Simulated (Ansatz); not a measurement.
For SiSe2 (model structure, started from the fluorite type, Fm-3m, No. 225, 3 atoms in the cell), PBE in Ansatz (PAW) gives:

| Item | Result |
|---|---|
| lattice constant a | 6.369 Å |
| formation enthalpy | 0.397 eV/atom |

### Question
What does PBE-D3(BJ) in Ansatz (PAW) give for the same quantities?

### Answer

- lattice constant a: 6.265 Å (decreases by 1.6 %)
- formation enthalpy: 0.351 eV/atom (drops by 0.046 eV/atom)

Changes are worked out from the printed values.

Unless a cell is named, each level is at its own relaxed cell (PBE 21.53, PBE-D3(BJ) 20.49 Å³/atom).

Caveats: a distance lies near a switch of the dispersion term, which can move the cell (PBE-D3(BJ)). Ansatz's density-functional and Hartree–Fock values are scalar-relativistic unless marked +SOC, with PAW data made under PBE.

A model structure was made by putting elements into a prototype or built by hand; it is no filed structure, need not be a known phase, and can be a saddle point held by its symmetry.

Ansatz is an electronic-structure program.
